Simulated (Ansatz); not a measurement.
Cubic perovskite KNiF₃, treated with PBEsol-D3(BJ) (PAW; Ansatz, a program for electronic structure).

Settings: plane-wave cutoff 520 eV, 8×8×8 k mesh, Fermi–Dirac smearing 0.01 eV, spin-polarised with parallel moments, scalar-relativistic PAW data made under PBE.

Pressure at four volumes; x = ln(V/12.550 Å³). One pressure is withheld.

| V (Å³/atom) | x | P (GPa) |
|---|---|---|
| 11.797 | -0.0619 | ? |
| 12.048 | -0.0408 | 4.05 |
| 12.550 | 0.0000 | 0.00 |
| 13.303 | 0.0583 | -4.58 |

Pass a parabola P(x) through the three rows shown, estimate the bulk modulus and its pressure derivative near zero pressure, and predict the withheld pressure.

Slopes between the rows: (0.00 − (4.05))/(0.0000 − (-0.0408)) = -99.26 and (-4.58 − (0.00))/(0.0583 − (0.0000)) = -78.56 GPa. Their difference over the span 0.0991 is c = 20.70/0.0991 = 208.9 GPa, so P(x) = 4.05 + (-99.26)(x − (-0.0408)) + 208.9 (x − (-0.0408))(x − (0.0000)). At the middle row B = −dP/dx = −[-99.26 + 208.9 × 0.0408] = 90.7 GPa, and B′ = dB/dP = 2c/B = 4.6. At x = -0.0619 the parabola gives 6.42 GPa; the run gives 6.46 GPa. The Birch–Murnaghan fit to the energies at all volumes has B0 = 90.1 GPa and B′ = 4.8.

Note: the magnetic order was assumed, not searched for or taken from measurement; without U or exact exchange, gaps and moments of open d shells tend to come out too small.
